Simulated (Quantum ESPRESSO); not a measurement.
Troubleshooting Quantum ESPRESSO: a failed run on Ba4Ta2O9 (P6_3/m, 30 atoms in the cell). The aim is a self-consistent single point with DFT, PBEsol, plane waves, GBRV 1.5 ultrasoft (PBESOL) pseudopotentials.

Cell that was meant: a = 6.1235 Å, b = 6.1235 Å, c = 16.6174 Å, α = 90.00°, β = 90.00°, γ = 120.00°.

Part of the input:

```fortran
 ibrav = 0,
 nat = 30,
 ntyp = 3,
 occupations = 'smearing',
 smearing = 'fd',
 degauss = 0.000734986,
/
```

Output (repeated stretches shortened):

```
 %%%%%%%%%%%%%%%%%%%%%%%%%%%%%%%%%%%%%%%%%%%%%%%%%%%%%%%%%%%%%%%%%%%%%%%%%%%%%%
     Error in routine set_cutoff (1):
      ecutwfc not set
 %%%%%%%%%%%%%%%%%%%%%%%%%%%%%%%%%%%%%%%%%%%%%%%%%%%%%%%%%%%%%%%%%%%%%%%%%%%%%%

     stopping ...
```

**Question.** Read the log: what does the program object to, and what is the fix?

**Answer.** The fault is no plane-wave cutoff. The cutoff has no default. To fix it, give the cutoff. The program stopped before any SCF iteration.

An input that runs soundly differs in these lines (not the only fix; some lines may just follow from the change or write a value another way):
```diff
+ ecutwfc = 40,
+ ecutrho = 320,
```

With that input, the run converged in 16 iterations: free energy E − TS -23299.4375 eV; top of the valence band (on the code's own zero) 7.52 eV; gap on the k-point mesh 4.01 eV; pressure -2.40 GPa; largest force (vector length) 0.263 eV/Å (DFT, PBEsol, plane waves, GBRV 1.5 ultrasoft (PBESOL) pseudopotentials).

On the sound input: the starting cell comes from a database of computed structures (which also holds hypothetical and non-ambient phases and stackings), without a prior relaxation at this level. Spin-orbit coupling is off.
